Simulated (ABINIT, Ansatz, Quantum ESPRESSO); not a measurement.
Code comparison for Os (P6_3/mmc, 4 atoms in the cell)

Self-consistent single point.

```xyz
4
Lattice="2.7434 0.0000 0.0000 -1.3717 2.3759 0.0000 0.0000 0.0000 8.8270" Properties=species:S:1:pos:R:3 pbc="T T T"
Os     0.0000     0.0000     0.0000
Os     0.0000     0.0000     4.4135
Os     0.0000     1.5839     2.2067
Os     1.3717     0.7920     6.6202
```

Shared settings, as Ansatz (a first-principles code) writes them: kpoints.mp_grid.grid = 9 9 3; magnetization.spin_orbit = true; scf.occupations.method = gaussian; scf.occupations.width = 0.0073 Ry. Potentials and cutoffs stand in the table.

```csv
code,model,pressure (GPa),cutoff
ABINIT,"PBE, spin-orbit coupling, PAW (JTH v2.0 PBE PAW)",-1.37,40 Ry
Quantum ESPRESSO,"PBE, spin-orbit coupling, PseudoDojo fully relativistic norm-conserving (PBE) pseudopotentials",-0.97,75 Ry
Ansatz,"PBE with spin-orbit coupling, PAW files",-1.36,30.9 Ry
```

The spread over the programs that give each value: pressure within 0.40 GPa.

Ansatz's pressure is given at a fixed set of plane waves, as the other plane-wave codes print theirs; with its correction for the finite basis it is -1.13 GPa (the shift of 0.23 GPa shows how far the cutoff is from converged).

The starting cell was generated: these elements placed on a structure prototype, without a prior relaxation; it need not be a known phase or ordering of this composition. Its lattice was rescaled by a random factor within 2.5 % of one.

Left out of this page: Elk and SIESTA (not drawn, or without a comparable value).

Keys are those of Ansatz 0.2.
